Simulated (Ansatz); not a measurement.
## A self-consistent single point of CsH3O2 (Amm2, 6 atoms in the cell) with Ansatz

Computed with LDA (PW92), default PAW files made with PBE (plane waves; Ansatz, an electronic-structure program).

This input was run:

Ansatz 0.2 input:
```yaml
crystal:
  lattice:
    - [4.27148100, 0.00000000, 0.00000000]
    - [0.00000000, 2.22366300, 4.04367800]
    - [0.00000000, -2.22366300, 4.04367800]
  atoms:
    - { symbol: Cs, position: [0.00000000, 0.99151200, 0.99151200] }
    - { symbol: H, position: [0.50000000, 0.55847000, 0.55847000] }
    - { symbol: H, position: [0.50000000, 0.07118000, 0.45270000] }
    - { symbol: H, position: [0.50000000, 0.45270000, 0.07118000] }
    - { symbol: O, position: [0.50000000, 0.67951000, 0.67951000] }
    - { symbol: O, position: [0.50000000, 0.33406000, 0.33406000] }
basis:
  ecutwfc: 420.0 eV
kpoints:
  mp_grid: { grid: [6, 6, 6] }
hamiltonian:
  xc: lda
  pseudopotentials: { kind: paw }
scf:
  occupations: { method: fixed }
output:
  forces: true
  eigenvalues: true
  stress: true
```

Log, with long lists cut:

```
WARN ansatz: RAYON_NUM_THREADS=1 ignored (pool sized by the plan → 1); use --threads N
Pseudopotentials: kind: paw
Pseudopotential: Cs, paw, valence charge 9
Pseudopotential: H, paw, valence charge 1
Pseudopotential: O, paw, valence charge 6
Crystal: 6 atoms, lattice volume = 76.816 Å³
Basis set: ecut = 420 eV, 1509 PW (Γ)
Bands: 18, of which v1, the nominal top of the filled ones, is band 12 counted from 1 (11 counted from 0)
Symmetry: 4 space group operations
Space group: Amm2 (ITA 38), of the structure as read, at distance tolerance 4.3e-5 Å
k-points: 52 of 216 (time reversal used)
PAW frozen core: Cs, regenerated for the run's functional, and the local potential with it
PAW frozen core: O, regenerated for the run's functional, and the local potential with it
Initial density: superposition of atomic densities (neutral atoms: chi_scale 0, normalization atom), corrected by the library's trained network
Initial wavefunctions: pseudopotential atomic-orbital guess
Eigensolver: davidson
Functional: x = slater, c = lda
SCF iter   1: F=—  HF=-6664.987113 eV  |F-HF|=—  |Δ(HF+E_count)|=         —  Δρ=9.17e-3  dr2=6.10e-2  ethr=1.77e-3  ⟨swp⟩=4.1  Hψ=4533  notcnv=0  defer=200
all-band conjugate gradients solve this SCF's bands
preconditioner: auto → Resta (q_TF=auto, 2.247 Å⁻¹)
SCF iter   2: F=—  HF=-6664.970223 eV  |F-HF|=—  |Δ(HF+E_count)|=   1.69e-2  Δρ=4.21e-3  dr2=7.77e-3  ethr=2.54e-4  ⟨swp⟩=2.7  Hψ=1957  notcnv=0  defer=208
SCF iter   3: F=—  HF=-6664.967733 eV  |F-HF|=—  |Δ(HF+E_count)|=   2.49e-3  Δρ=1.68e-3  dr2=2.36e-3  ethr=3.24e-5  ⟨swp⟩=2.0  Hψ=1515  notcnv=0  defer=208
SCF iter   4: F=—  HF=-6664.967009 eV  |F-HF|=—  |Δ(HF+E_count)|=   7.24e-4  Δρ=5.62e-4  dr2=1.96e-4  ethr=9.82e-6  ⟨swp⟩=2.5  Hψ=1492  notcnv=0  defer=208
SCF iter   5: F=—  HF=-6664.966979 eV  |F-HF|=—  |Δ(HF+E_count)|=   2.97e-5  Δρ=2.25e-4  dr2=2.80e-5  ethr=8.16e-7  ⟨swp⟩=2.3  Hψ=1478  notcnv=0  defer=155
SCF iter   6: F=—  HF=-6664.966983 eV  |F-HF|=—  |Δ(HF+E_count)|=   3.45e-6  Δρ=4.05e-5  dr2=1.55e-6  ethr=1.17e-7  ⟨swp⟩=2.7  Hψ=1470  notcnv=0  defer=72
SCF iter   7: F=-6664.966983 eV  HF=-6664.966983 eV  |F-HF|=4.14e-10  |Δ(HF+E_count)|=   3.34e-7  Δρ=6.72e-6  dr2=3.57e-8  ethr=4.17e-10  ⟨swp⟩=9.7  Hψ=6135  notcnv=0
SCF 1 converged in 7 iterations: F = -6664.966983 eV  dr2 = 3.57e-8
SCF converged after 7 iterations
Free energy (F): -6664.966983 eV
Harris-Foulkes:  -6664.966983 eV  (|F-HF|=4.14e-10)
Internal energy: -6664.966983 eV  (E = F + TS)
E sigma→0 (E₀):  -6664.966983 eV
Fermi energy:    2.889874 eV
--- Per-component energies (eV) ---
  E_band       = -113.508599
  E_kinetic    = 532.556075
  E_local      = -1196.554885  (includes V_loc(G=0)·N_el)
  E_nonlocal   = 137.599681
  E_hartree    = 430.023762
  E_xc         = -344.258362
  E_vxc        = -347.650219  (∫ρ·V_xc dr)
  E_paw        = -5199.414872  (= ΣΔE_a)
  E_vpaw       = -99.506817  (= ΣTr[D̂ρ^β])
  E_aug_tail   = 0.001775  (compensation charges beyond the density's cutoff)
  E_ewald      = -1025.384557
  E_core_change = 0.464399  (= ΣΔE_core)
  E_smearing   = -0.000000  (= −TS)
  E_closure    = 0.000000  (closes the sum)
  Σ components = -6664.966983   (vs F -6664.966983, Δ=0.00e0)
--- Forces (eV/Å), atoms counted from 1 ---
  atom   1  Cs     0.00000000     0.00000000    -0.10179721
  atom   2  H      0.00000000     0.00000000    -0.47710964
  atom   3  H     -0.00000000    -0.40596675    -0.17146781
  atom   4  H     -0.00000000     0.40596675    -0.17146781
  atom   5  O      0.00000000     0.00000000     0.47920837
  atom   6  O      0.00000000     0.00000000     0.44262892
  max |Σ_I F_I| component: 5.18e-6 eV/Å
--- Stress (GPa, compression-positive) ---
       -2.217178       0.000000       0.000000
        0.000000      -2.260483       0.000000
        0.000000       0.000000      -2.068704
  P = ⅓ Tr σ = -2.1821 GPa (-21.821 kbar)
  The stress holds the Pulay correction. Without it, at fixed plane waves, as pw.x and ABINIT print it: P = -2.7492 GPa
--- Band table (eV; the first three rows and the last of 52) ---
  k-point 0: bands = ["-17.1336", "-15.4505", "-13.2781", "-4.1769", "-3.6812", "-3.6303", "-3.4519", "-2.5146", "0.8777", "1.5568", "2.3254", "2.8899", "6.9045", "7.5921", "10.1380", "10.6700", "12.0901", "12.2874"]
  k-point 1: bands = ["-17.0985", "-15.4085", "-13.4022", "-4.3663", "-3.7121", "-3.6372", "-3.3457", "-2.2384", "0.7478", "1.5265", "2.1871", "2.7979", "7.5211", "7.9035", "9.9208", "10.6735", "11.8323", "12.0093"]
  k-point 2: bands = ["-17.0283", "-15.2961", "-13.6787", "-4.5222", "-3.9316", "-3.5461", "-3.2667", "-1.6728", "0.3308", "1.4879", "2.1985", "2.5791", "8.1626", "8.4841", "9.9621", "11.4315", "11.6815", "11.7379"]
  k-point 51: bands = ["-16.9423", "-15.3428", "-13.6408", "-4.4308", "-4.1939", "-4.1162", "-3.5344", "-1.1492", "-0.0905", "1.5130", "2.3312", "2.5095", "9.1822", "9.2506", "10.7427", "12.3812", "12.8297", "12.8773"]
```

The run converged in 7 iterations.

The starting cell comes from a database of computed structures (which also holds hypothetical and non-ambient phases and stackings), without a prior relaxation at this level. Its lattice was rescaled by up to half a per cent. One atom was moved a little off its site on purpose. Ansatz's pressure includes its estimate of the finite-basis (Pulay) stress. Without the estimate this run gives -2.75 GPa.
